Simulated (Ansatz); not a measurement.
A set of cells, compared by their band gap.

Cell A: Si (diamond, Fd-3m), 2 atoms in the cell, k-point mesh 10×10×10 on the run's own vectors.
```
Si
1.0
    0.00000     2.73499     2.73499
    2.73499     0.00000     2.73499
    2.73499     2.73499     0.00000
Si
2
Direct
  0.75000   0.75000   0.75000
  0.50000   0.50000   0.50000
```

Cell B: GaAs (zinc blende, F-43m), 2 atoms in the cell, k-point mesh 10×10×10 on the run's own vectors.
```cif
data_AsGa
_chemical_formula_sum 'Ga1 As1'
_space_group_name_H-M_alt 'P 1'
_space_group_IT_number 1
_cell_length_a 4.06334
_cell_length_b 4.06334
_cell_length_c 4.06334
_cell_angle_alpha 60.000
_cell_angle_beta 60.000
_cell_angle_gamma 60.000
loop_
_space_group_symop_operation_xyz
  'x, y, z'
loop_
_atom_site_label
_atom_site_type_symbol
_atom_site_fract_x
_atom_site_fract_y
_atom_site_fract_z
_atom_site_occupancy
Ga1 Ga 0.00000 0.00000 0.00000 1
As1 As 0.25000 0.25000 0.25000 1
```

Cell C: CdS (wurtzite, P6₃mc), 4 atoms in the cell, k-point mesh 12×12×6 on the run's own vectors.
```
CELL_PARAMETERS angstrom
      4.19696     0.00000     0.00000
     -2.09848     3.63467     0.00000
      0.00000     0.00000     6.83161
ATOMIC_POSITIONS crystal
  Cd 0.66667 0.33333 0.50026
  Cd 0.33333 0.66667 0.00026
  S  0.66667 0.33333 0.87674
  S  0.33333 0.66667 0.37674
```

Plane-wave PAW calculations with Ansatz (a program for electronic structure), its default PAW set, cutoff 500 eV. The structures are at rest with PBE; other levels are single points on them. Neutral cells; Fermi-Dirac smearing of at most 0.05 eV in the solids, energies taken to zero width. The lattices are those relaxed with PBE, so at other levels the solids can be strained. Spin-orbit coupling is left out. A dispersion term ran beside these levels; it doesn't touch the electrons. Gaps are highest filled to lowest empty Kohn-Sham level on the run's k-point mesh, states of defects and surfaces included; edges off the mesh make the true gap smaller, and under 0.08 eV counts as none.

Q: Give the band gap (eV) at the level r2SCAN, cell by cell.

A: 
```
cell           r2SCAN
----  ---------------
A     0.80 (indirect)
B       0.63 (direct)
C       1.57 (direct)
```

With r2SCAN the value is lowest for B and highest for C.
